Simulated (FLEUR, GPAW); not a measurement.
A GPAW input for a self-consistent single point of LiF (Fm-3m, 2 atoms in the cell) (DFT PBE, plane waves, GPAW PAW datasets PBE (gpaw-data 1.0.1)):

```python
from ase import Atoms
from ase.units import GPa
from gpaw import GPAW, PW

atoms = Atoms(['Li', 'F'],
              cell=[[0.000000, 1.977670, 1.977670],
                    [1.977670, 0.000000, 1.977670],
                    [1.977670, 1.977670, 0.000000]],
              scaled_positions=[[0.000000, 0.000000, 0.000000],
                                [0.500000, 0.500000, 0.500000]],
              pbc=True)

calc = GPAW(mode=PW(950),
            xc='PBE',
            kpts=(9, 9, 9),
            occupations={'name': 'fixed-uniform'},
            nbands=-4,
            convergence={'density': 1e-05, 'bands': -2},
            symmetry={'symmorphic': False, 'tolerance': 0.0005},
            maxiter=120,
            txt='-')

atoms.calc = calc

energy = atoms.get_potential_energy()
print('Energy (eV):', round(energy, 6))
forces = atoms.get_forces()
print('Forces (eV/Ang):')
print(forces.round(5))
stress = atoms.get_stress()
print('Stress (GPa, Voigt):', (stress / GPa).round(4))
```

### Question
Write the same calculation as an input for FLEUR.

### Answer
This is the input that was run; spellings and numerical settings could be chosen otherwise.

Input of the input generator:

```
LiF
&input film=f /
-0.0000000000 3.7372546649 3.7372546649
3.7372546649 -0.0000000000 3.7372546649
3.7372546649 3.7372546649 -0.0000000000
1.0
1.0 1.0 1.0

2
3 0.0000000000 0.0000000000 0.0000000000
9 0.5000000000 0.5000000000 0.5000000000

&comp jspins=1 /
&kpt div1=9 div2=9 div3=9 /
&end /
```

```xml
<?xml version="1.0" encoding="UTF-8" standalone="no"?>
<fleurInput fleurInputVersion="0.39">
   <comment>
      LiF                                                                                                 
   </comment>
   <calculationSetup>
      <cutoffs Kmax="4.5" Gmax="18.0" GmaxXC="18.0" numbands="0"/>
      <scfLoop itmax="80" minDistance="0.00001" maxIterBroyd="25" imix="Anderson" alpha="0.05" precondParam="0.0" spinf="2.0"/>
      <coreElectrons ctail="T" frcor="F" kcrel="0" coretail_lmax="0"/>
      <xcFunctional name="pbe" relativisticCorrections="F"/>
      <magnetism jspins="1"/>
      <soc l_soc="F" theta="0.0" phi="0.0" spav="F"/>
      <expertModes spex="0" secvar="F"/>
      <geometryOptimization l_f="T" forcealpha="1.0" forcemix="BFGS" epsdisp="0.00001" epsforce="0.00001"/>
      <ldaU l_linMix="F" mixParam="0.05" spinf="1.0"/>
   </calculationSetup>
   <cell>
      <bzIntegration valenceElectrons="8.0" mode="hist" fermiSmearingEnergy="0.0001">
         <kPointListSelection listName="default-1"/>
         <!-- k-points included here -->
         <xi:include xmlns:xi="http://www.w3.org/2001/XInclude" href="kpts.xml"> </xi:include>
      </bzIntegration>
      <!-- symmetry operations included here -->
      <xi:include xmlns:xi="http://www.w3.org/2001/XInclude" href="sym.xml"> </xi:include>
      <bulkLattice scale="1.0">
         <bravaisMatrix>
            <row-1>    0.0000000000000000     3.7372546649000000     3.7372546649000000</row-1>
            <row-2>    3.7372546649000000     0.0000000000000000     3.7372546649000000</row-2>
            <row-3>    3.7372546649000000     3.7372546649000000     0.0000000000000000</row-3>
         </bravaisMatrix>
      </bulkLattice>
   </cell>
   <atomSpecies>
      <species name="Lithium (Li)" element="Li" atomicNumber="3">
         <mtSphere radius="1.78" gridPoints="615" logIncrement="0.016"/>
         <atomicCutoffs lmax="8" lnonsphr="6"/>
         <electronConfig flipSpins="F">
            <coreConfig>(1s1/2)</coreConfig>
            <valenceConfig>(2s1/2)</valenceConfig>
            <stateOccupation state="(2s1/2)" spinUp="0.5" spinDown="0.5"/>
         </electronConfig>
         <energyParameters s="2" p="2" d="3" f="4"/>
      </species>
      <species name="Fluorine (F)" element="F" atomicNumber="9">
         <mtSphere radius="1.78" gridPoints="615" logIncrement="0.018"/>
         <atomicCutoffs lmax="8" lnonsphr="6"/>
         <electronConfig flipSpins="F">
            <coreConfig>(1s1/2)</coreConfig>
            <valenceConfig>(2s1/2) (2p1/2) (2p3/2)</valenceConfig>
            <stateOccupation state="(2p1/2)" spinUp="0.8333333333333" spinDown="0.8333333333333"/>
            <stateOccupation state="(2p3/2)" spinUp="1.6666666666667" spinDown="1.6666666666667"/>
         </electronConfig>
         <energyParameters s="2" p="2" d="3" f="4"/>
      </species>
   </atomSpecies>
   <atomGroups>
      <atomGroup species="Lithium (Li)">
         <relPos label="                   1">.0000000000 .0000000000 .0000000000</relPos>
         <force calculate="T" relaxXYZ="TTT"/>
      </atomGroup>
      <atomGroup species="Fluorine (F)">
         <relPos label="                   2">1.000/2.000 1.000/2.000 1.000/2.000</relPos>
         <force calculate="T" relaxXYZ="TTT"/>
      </atomGroup>
   </atomGroups>
   <output dos="F" band="F" slice="F">
      <checks vchk="F" cdinf="F"/>
      <bandDOS minEnergy="-.5*Htr" maxEnergy="0.5*Htr" sigma="0.015" storeEVData="T"/>
      <vacuumDOS vacdos="F" integ="F" star="F" nstars="0" locx1="0.0" locy1="0.0" locx2="0.0" locy2="0.0" nstm="0" tworkf="0.0"/>
      <unfoldingBand unfoldBand="F" supercellX="1" supercellY="1" supercellZ="1"/>
      <plotting iplot="0" polar="F">
         <plot TwoD="T" vec1="  1.0  0.0  0.0" vec2="  0.0  1.0  0.0" vec3="  0.0  0.0  1.0" zero="  0.0  0.0  0.0" file="plot"/>
      </plotting>
      <chargeDensitySlicing numkpt="0" minEigenval="0.0" maxEigenval="0.0" nnne="0" pallst="F"/>
      <specialOutput eonly="F"/>
      <magneticCircularDichroism mcd="F" energyLo="-10.0" energyUp="0.0"/>
   </output>
  <!-- We include the file relax.xml here to enable relaxations (see documentation) -->
  <xi:include xmlns:xi="http://www.w3.org/2001/XInclude" href="relax.xml"> <xi:fallback/> </xi:include>
</fleurInput>
```

Basis, cutoffs, solver keys and any potentials are the target program's own. This input uses DFT, PBE, all-electron FLAPW (FLEUR), scalar-relativistic valence. Both were run: gap on the mesh 9.576 eV in GPAW and 9.928 in FLEUR.

On FLEUR: the starting cell comes from a database of computed structures (which also holds hypothetical and non-ambient phases and stackings), without a prior relaxation at this level. Its lattice was rescaled by a random factor within 2.5 % of one. For this run, on top of that: lattice scaled by 0.98. Values depend on the basis (sphere radii, cutoffs, local orbitals), which need not be converged.

On GPAW: the starting cell comes from a database of computed structures (which also holds hypothetical and non-ambient phases and stackings), without a prior relaxation at this level. Its lattice was rescaled by a random factor within 2.5 % of one. For this run, on top of that: lattice scaled by 0.98.
